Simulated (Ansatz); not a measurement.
The starting structures come from a database of crystals and need not be the phases stable at ambient conditions.

The decay constant κ of evanescent states in the gap governs leakage through a thin film.

Here is the system:

```yaml
crystal:
  lattice:
    - [5.85337, 0.00000, 0.00000]
    - [0.57349, 5.82521, 0.00000]
    - [2.63994, -2.91260, 3.93097]
  atoms:
    - { symbol: Si, position: [0.25000, 0.25000, 0.50000] }
    - { symbol: Si, position: [0.00000, 0.00000, 0.00000] }
    - { symbol: S, position: [0.90799, 0.34201, 0.46701] }
    - { symbol: S, position: [0.12500, 0.62500, 0.96701] }
    - { symbol: S, position: [0.34201, 0.90799, 0.53299] }
    - { symbol: S, position: [0.62500, 0.12500, 0.03299] }
```

The cell is taken as given.

Transport runs along the normal of the first two printed cell vectors, the (110) plane of the conventional cell.

The gap is the functional's own, uncorrected, and κ follows it; spin-orbit coupling is left out. Mid-gap means the computed energy nearest the middle.

Question: Predict the band gap and the smallest decay constant κ at mid-gap from Ansatz (a program for electronic structure) with r2SCAN.

Answer: Gap 3.57 eV on a 8×8×8 mesh; κ = 0.321 1/Å, at the zone centre.
